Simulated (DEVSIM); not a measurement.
Device: Schottky contact on n-type β-Ga2O3, at 350 K.

Layer 1 from the left is β-Ga2O3, thickness (μm) 1.00, Nd (cm⁻³) 2.8e17, τn (s) 1e-8, τp (s) 1e-8.

Left contact: Schottky, work function 5.01 eV, emission velocity 6.8e6 cm/s. Right contact: ohmic. Voltage is applied to the left contact. Recombination: SRH at mid-gap, radiative, Auger. Mobility is μmin + (μ − μmin)/(1 + (N/Nref)^α).

Constants are typed, rounded textbook-type inputs, not results; the design itself was drawn at random and stands for no fabricated device. Values at 300 K; Nc and Nv go as T^1.5, mobilities as T to minus their exponent, the gap by Varshni's rule with the affinity fixed.

β-Ga2O3: gap (eV) 4.8, affinity (eV) 4, permittivity 10, Nc (cm⁻³) 3.7e18, Nv (cm⁻³) 5e20, μn (cm²/Vs) 160, μp (cm²/Vs) 1, μn,min 20, μp,min 0.1, Nref,n 1e18, Nref,p 1e18, αn 0.8, αp 0.8, T exponent of μn 1.8, T exponent of μp 1.5, B (cm³/s) 1e-12, Cn (cm⁶/s) 1e-31, Cp (cm⁶/s) 1e-31, Varshni α (eV/K) 0.0004, Varshni β (K) 600.

**Question.** Estimate by hand the built-in potential, the peak field at zero bias, the capacitance at -1.5 V, and compare with a numerical solution.

**Answer.** 
- Built-in potential: barrier φB = 1.010 eV; Vbi = φB − kT/q ln(N_band/N) = 0.925 V; numerical 0.925 V.
- Peak field at zero bias: depletion approximation: W = √(2εVbi/(qN)) = 0.0604 μm with N = 2.80e17 cm⁻³; field = 2Vbi/W = 306000 V/cm; numerical 299000 V/cm (estimate above by 2.5 %).
- Capacitance at -1.5 V: C = √(qεN / 2(Vbi + |V|)) = 90.5 nF/cm²; numerical 91.1 nF/cm² (estimate below by 0.62 %).

DEVSIM, 1D drift-diffusion, Boltzmann statistics, complete ionisation; no tunnelling, impact ionisation, image-force lowering or self-heating. Metal contacts follow the ideal Schottky-Mott rule: no Fermi-level pinning, no interface dipoles.
